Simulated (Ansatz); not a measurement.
System: Mn₃Si (Fm-3m, No. 225). Method: LDA in Ansatz (plane waves, PAW).

Numerical settings: plane-wave cutoff 520 eV, 18×18×18 k mesh, Fermi–Dirac smearing 0.05 eV, spin-polarised start, scalar-relativistic PAW data made under PBE.

Cell (relaxed at this level):

```xyz
4
Lattice="0.0000 2.7463 2.7463 2.7463 0.0000 2.7463 2.7463 2.7463 0.0000" Properties=species:S:1:pos:R:3 pbc="T T T"
Mn     1.3732     1.3732     1.3732
Mn     4.1195     4.1195     4.1195
Mn     2.7463     2.7463     2.7463
Si     0.0000     0.0000     0.0000
```

**Question.** Give the computed bulk modulus.

**Answer.** 
bulk modulus: 263 GPa

The run finds no gap.

Note: the magnetic order was assumed, not searched for or taken from measurement; the bulk modulus is −V dP/dV from two relaxed cells at ±2 % in volume; the volume lies 11 % below that of the published cell.

Static lattice: no zero-point or thermal effects.

It cost very roughly 8 core-minutes of CPU time.

Ansatz is a quantum-chemistry and plane-wave program.
